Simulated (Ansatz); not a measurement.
**RuN3 (model structure, started from the ReO3 type, Pm-3m, No. 221, 4 atoms in the cell)**

Level of theory: LDA (Ansatz, an electronic-structure program, PAW).

Run with plane-wave cutoff 520 eV, 14×14×14 k mesh, Fermi–Dirac smearing 0.05 eV, no spin polarisation, scalar-relativistic PAW data made under PBE.

Cell (relaxed at this level):

```
CELL_PARAMETERS angstrom
      3.74884     0.00000     0.00000
      0.00000     3.74884     0.00000
      0.00000     0.00000     3.74884
ATOMIC_POSITIONS crystal
  Ru 0.00000 0.00000 0.00000
  N  0.00000 0.50000 0.00000
  N  0.50000 0.00000 0.00000
  N  0.00000 0.00000 0.50000
```

| Quantity | Result |
|---|---|
| bulk modulus B0 | 218 GPa |

Note: the run has no spin polarisation, so it can have missed a magnetic state; the bulk modulus is −V dP/dV from two relaxed cells at ±2 % in volume; the relaxation could raise the start's symmetry but not lower it, so the cell can be a saddle point.

Static lattice: no zero-point or thermal effects.

It cost about 60 core-seconds (a rough figure) of CPU time.

A model structure was made by putting elements into a prototype or built by hand; it is no filed structure, need not be a known phase, and can be a saddle point held by its symmetry.
